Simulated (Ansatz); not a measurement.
An Ansatz (a program for electronic structure) run: TaS2 with a change (biaxial strain +0.62 %, plane normal [001], relaxed out of plane); Ansatz PBEsol-D3(BJ), no spin-orbit coupling.

Input:

Ansatz 0.2 input:
```yaml
crystal:
  lattice:
    - [3.2976764934, 0, 0]
    - [1.6488382467, 2.8558716167, 0]
    - [0, 0, 5.5699307253]
  atoms:
    - { symbol: Ta, position: [0, 0, 0] }
    - { symbol: S, position: [0.3333333333, 0.3333333333, 0.2771785611] }
    - { symbol: S, position: [0.6666666667, 0.6666666667, 0.7228214389] }
basis: { ecutwfc: 420, ecutrho_ratio: 4, xc_grid: 2, fft_grid_basis: typed }
kpoints: { mp_grid: { grid: [20, 20, 11] } }
hamiltonian:
  xc: pbesol
  dispersion: d3bj
  pseudopotentials: { kind: paw }
scf: { occupations: { method: fermi_dirac, width: 0.1 } }
relax: { f_tol: 0.005, max_steps: 50, cell: { stress_tol: 0.01, fix: [a, b, gamma] } }
output: { forces: true, stress: true }
checkpoint: { write: state.ck, write_every: 1000 }
```

Output (explanatory and most iteration lines left out):

```
Relaxation: its limit of steps is 50 (relax.max_steps)
Pseudopotential: Ta, paw, valence charge 13
Pseudopotential: S, paw, valence charge 6
Crystal: 3 atoms, lattice volume = 52.456 Å³
Basis set: ecut = 420 eV, 1051 PW (Γ), exchange–correlation on 48×48×80 points (8 copies of the dense FFT grid, shifted against one another)
Bands: 17, of which v1, the nominal top of the filled ones, is band 13 counted from 1 (12 counted from 0)
Symmetry: 12 space group operations
Space group: P-3m1 (ITA 164), of the structure as read, at distance tolerance 3.7e-5 Å
k-points: 429 of 4400
Functional: x = pbesol(κ = 0.804, μ = 0.12345679012345678), c = pbesol(β = 0.046)
SCF iter   1: F=—  HF=-11580.801931 eV  |F-HF|=—  |Δ(HF+E_count)|=         —  Δρ=6.49e-3  dr2=3.22e-2  ethr=1.77e-3  ⟨swp⟩=5.1  Hψ=39733  notcnv=0
SCF iter   2: F=—  HF=-11580.795253 eV  |F-HF|=—  |Δ(HF+E_count)|=   6.68e-3  Δρ=2.59e-3  dr2=4.08e-3  ethr=1.29e-4  ⟨swp⟩=1.0  Hψ=10725  notcnv=0
SCF 1 converged in 7 iterations: F = -11580.794432 eV  dr2 = 6.14e-9
relax step   1: F+E_penalty+E_count = -11580.79443161 eV  Δ(F+E_penalty+E_count) = +0.000e0 eV  max|allowed force component| = 7.686e-2 eV/Å  Δτ_max = 0.0000 Å  P = -1.318 GPa  Ω = 52.456 Å³  fix = [a, b, gamma]  reactions: a -1.699, b -1.699 GPa  (7 SCF iters, dr2 threshold 1.00e-7 eV, accepted)
[... steps on the carried basis left out ...]
relax step   3: F+E_penalty+E_count = -11580.79477235 eV  Δ(F+E_penalty+E_count) = -1.483e-4 eV  max|allowed force component| = 2.095e-4 eV/Å  Δτ_max = 0.0036 Å  P = -0.926 GPa  Ω = 52.484 Å³  energy of the carried Pulay correction = -4.732e-6 eV  fix = [a, b, gamma]  reactions: a -1.388, b -1.388 GPa  (4 SCF iters, dr2 threshold 2.66e-7 eV, accepted)
Crystal: 3 atoms, lattice volume = 52.484 Å³
SCF iter   1: F=—  HF=-11580.794773 eV  |F-HF|=—  |Δ(HF+E_count)|=         —  Δρ=9.17e-6  dr2=7.34e-8  ethr=1.89e-7  ⟨swp⟩=3.0  Hψ=59431  notcnv=0
SCF iter   2: F=—  HF=-11580.794777 eV  |F-HF|=—  |Δ(HF+E_count)|=   4.37e-6  Δρ=6.33e-6  dr2=4.67e-8  ethr=2.94e-10  ⟨swp⟩=2.1  Hψ=10687  notcnv=0
SCF 4 converged in 7 iterations: F = -11580.794777 eV  dr2 = 2.92e-14
SCF converged after 7 iterations
Free energy (F): -11580.794777 eV
Internal energy: -11580.751247 eV  (E = F + TS)
E sigma→0 (E₀):  -11580.773012 eV
Entropy (-TS):   -0.043530 eV (-14.510 meV/atom)
Fermi energy:    11.890335 eV
  E_disp       = -1.236858  (pairwise vdW)
--- Forces (eV/Å), atoms counted from 1 ---
  atom   1  Ta     0.00000000     0.00000000     0.00000000
  atom   2  S      0.00000000     0.00000000    -0.00022389
  atom   3  S      0.00000000     0.00000000     0.00022389
--- Stress (GPa, compression-positive) ---
       -1.387508       0.000000      -0.000000
        0.000000      -1.387508       0.000000
       -0.000000       0.000000      -0.001395
  P = ⅓ Tr σ = -0.9255 GPa (-9.255 kbar)
--- Relaxed structure (3 steps of the walk, 3 accepted, 1 SCFs on fresh bases) ---
  cell:  # Å, volume = 52.4835 Å³
    - [3.297676493372757, 1.4328970887425118e-97, 1.2722878502378454e-19]
    - [1.6488382466863785, 2.855871616723593, 6.361439251189227e-20]
    - [2.1489540295135986e-19, -5.0904360324591796e-49, 5.572834133869966]
  atoms:
    - { symbol: Ta, position: [3.4027561375988195e-35, 1.498612296084438e-35, -1.0381478463141766e-19] }
    - { symbol: S, position: [0.3333333333333333, 0.33333333333333337, 0.27626376632636834] }
    - { symbol: S, position: [0.6666666666666666, 0.6666666666666667, 0.7237362336736318] }
```

Stability against distortions was not tested. All final runs are without spin polarisation. The cell was made from TaS2 in the CdI2 type structure (space group P-3m1, No. 164; layered, stacked along the Cartesian z axis) by this change: biaxial strain +0.62 %, plane normal [001], relaxed out of plane.
